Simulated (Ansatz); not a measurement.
SnO2 (model structure, started from the brookite type, Pbca, No. 61, 24 atoms in the cell), treated with LDA (Ansatz, a quantum-chemistry and plane-wave program, plane waves, PAW).

Run with plane-wave cutoff 520 eV, 6×4×6 k mesh (along the axes of the cell as run), Fermi–Dirac smearing 0.01 eV, scalar-relativistic PAW data made under PBE.

Cell (relaxed at this level):

```
CELL_PARAMETERS angstrom
      5.44800     0.00000     0.00000
      0.00000     9.57858     0.00000
      0.00000     0.00000     5.70062
ATOMIC_POSITIONS crystal
  Sn 0.14210 0.13019 0.89786
  Sn 0.64210 0.36981 0.10214
  Sn 0.35790 0.86981 0.39786
  Sn 0.85790 0.63019 0.60214
  Sn 0.85790 0.86981 0.10214
  Sn 0.35790 0.63019 0.89786
  Sn 0.64210 0.13019 0.60214
  Sn 0.14210 0.36981 0.39786
  O  0.82959 0.01357 0.84287
  O  0.32959 0.48643 0.15713
  O  0.67041 0.98643 0.34287
  O  0.17041 0.51357 0.65713
  O  0.17041 0.98643 0.15713
  O  0.67041 0.51357 0.84287
  O  0.32959 0.01357 0.65713
  O  0.82959 0.48643 0.34287
  O  0.46913 0.23534 0.87729
  O  0.96913 0.26466 0.12271
  O  0.03087 0.76466 0.37729
  O  0.53087 0.73534 0.62271
  O  0.53087 0.76466 0.12271
  O  0.03087 0.73534 0.87729
  O  0.96913 0.23534 0.62271
  O  0.46913 0.26466 0.37729
```

### Question
What does this level give for the band gap?

### Answer

* **band gap**: 1.43 eV (on the SCF k mesh)

Note: the relaxation could raise the start's symmetry but not lower it, so the cell can be a saddle point.

Spin–orbit coupling is not included.

Static lattice: no zero-point or thermal effects.

Computing time: around 11 core-minutes (rough).

A model structure was made by putting elements into a prototype or built by hand; it is no filed structure, need not be a known phase, and can be a saddle point held by its symmetry.
